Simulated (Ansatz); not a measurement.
# Zr: isotropic strain +2.50 %

Take Zr in the hcp (Mg type) structure (space group P6_3/mmc, No. 194; a = 3.230 Å, c = 5.179 Å; relaxed with 0.1 eV smearing) as the base.

Perturbation: the cell is scaled by 1.0250 in all directions; the atoms relax in the strained cell.

Level of theory: PBE (Ansatz, a quantum-chemistry and plane-wave program; PAW; 420 eV plane waves; no spin-orbit coupling). k-mesh 21×21×11 (Γ-centred); smearing 0.1 eV (Fermi–Dirac).

```json
[
 {"quantity": "volume per atom", "base": "23.40 Å³", "changed": "25.20 Å³", "shift": "+1.80 Å³"},
 {"quantity": "space group", "base": "P6_3/mmc (No. 194)", "changed": "P6_3/mmc (No. 194)", "shift": "–"},
 {"quantity": "shortest interatomic distance", "base": "3.191 Å", "changed": "3.271 Å", "shift": "+0.080 Å"},
 {"quantity": "energy relative to the base (free energy F)", "base": "0 meV/atom", "changed": "+36 meV/atom", "shift": "+36 meV/atom"},
 {"quantity": "pressure (mean of the normal stresses, compression positive)", "base": "0.0 GPa", "changed": "-6.1 GPa", "shift": "-6.1 GPa"},
 {"quantity": "band gap", "base": "zero", "changed": "zero", "shift": "–"}
]
```

Final structure:

```
Zr
1.0
    3.31117     0.00000     0.00000
   -1.65558     2.86756     0.00000
    0.00000     0.00000     5.30826
Zr
2
Direct
  0.66667   0.33333   0.75000
  0.33333   0.66667   0.25000
```

Stability against distortions was not tested. All final runs are without spin polarisation.
